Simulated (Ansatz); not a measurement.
## How the formation enthalpy of BeSe (model structure, started from the tenorite type, C2/c, No. 15, 4 atoms in the cell) moves with the method

No measured value is used here.

```tsv
level (code)	value (eV/atom)
PBE (Ansatz)	-0.256
PBEsol (Ansatz)	…
PBE-D3(BJ) (Ansatz)	-0.273
```

### Question
Fill in the missing entries.

### Answer

- PBEsol (Ansatz, a program for electronic structure), value (eV/atom): -0.323

Each level is taken at its own relaxed cell. Ansatz's density-functional and Hartree–Fock values are scalar-relativistic unless marked +SOC, with PAW data made under PBE.

A model structure was made by putting elements into a prototype or built by hand; it is no filed structure, need not be a known phase, and can be a saddle point held by its symmetry.
